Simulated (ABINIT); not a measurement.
**Equation of state of bcc Ba (space group 229): energy against volume (ABINIT, PBE)**

```
Ba
1.0
   -2.46537     2.46537     2.46537
    2.46537    -2.46537     2.46537
    2.46537     2.46537    -2.46537
Ba
1
Cartesian
  0.00000   0.00000   0.00000
```

Level of theory: PBE, norm-conserving pseudopotentials (PseudoDojo nc-sr-05 PBE standard) (plane waves; ABINIT). Settings: pseudos = [Ba.upf]; ecut = 37 Ha; ixc = 11; occopt = 3; tsmear = 0.05 eV; ngkpt = 16 16 16; nshiftk = 1; shiftk = 0 0 0; potentials = PseudoDojo nc-sr-05 PBE standard; nband = 10; kptopt = 1; nstep = 100; toldfe = 1e-09 Ha. The cell above is the first row's. The rows scale it uniformly. In all rows the k mesh is held. E is the free energy at the stated smearing, counted from the lowest row.

| V (Å^3/atom) | E (meV/atom) |
|---|---|
| 59.939 | 4.89 |
| 61.242 | 1.66 |
| 62.545 | 0.07 |
| 63.848 | 0.00 |
| 65.151 | 1.34 |
| 66.454 | 3.99 |
| 67.757 | 7.84 |
| 69.060 | 12.81 |
| 70.363 | ? |

Fit E of the 8 rows that show it with the third-order Birch-Murnaghan form, a cubic in V^(-2/3). With u = V^(-2/3) - 0.0623, the rows have u = 0.0029921, 0.0020626, 0.0011656, 0.0002992, -0.0005383, -0.0013483, -0.0021322, -0.0028915. Least squares gives E = 0.320 - 1361.0·u + 994863·u² - 9831895·u³. Residuals (row less fit): -0.001, 0.001, 0.000, -0.002, -0.002, 0.002, 0.000, -0.001; standard error 0.002 (degrees of freedom: 4). Its minimum lies at u = 0.0006911, so V0 = (0.0629911)^(-3/2) = 63.25. There d²E/du² = 1949000 and d³E/du³ = -5.899e7, so B0 = (4/9) × 63.25^(-7/3) × 1949000 × 0.160218 = 8.71 GPa (the last factor turns the table's units into GPa), and B0' = 4 + (2/3) × 0.0629911 × (-5.899e7)/1949000 = 2.7. The program's pressures in the fitted runs (not shown) pass through zero at V = 63.24, 0.02 % from this V0.

**Question.** Estimate the missing E (V = 70.363); what did the run itself give?

**Answer.** u = -0.0036272, so E = 0.320 - 1361.0 × (-0.0036272) + 994863 × (-0.0036272)² - 9831895 × (-0.0036272)³ = 18.815 meV/atom. The calculation gives 18.82 meV/atom, 0.005 meV/atom above the prediction (under 0.05 % of the range of E in the table). The row lies outside the fitted rows, so this is an extrapolation.

Carrying the step between the two nearest rows on in a straight line would have given 17.78, off by 1.04; series whose last step already gives the withheld value aren't shown. The scan was laid around a cell of about the measured size, scaled by a guess for this functional. Spin-orbit coupling is off. Cutoffs and mesh are single choices, not tested for convergence of this quantity. Series with a scatter that would blur these digits, or in which a gap closes, are not shown. Nor are scans whose minimum lies at an end fitted in this form.
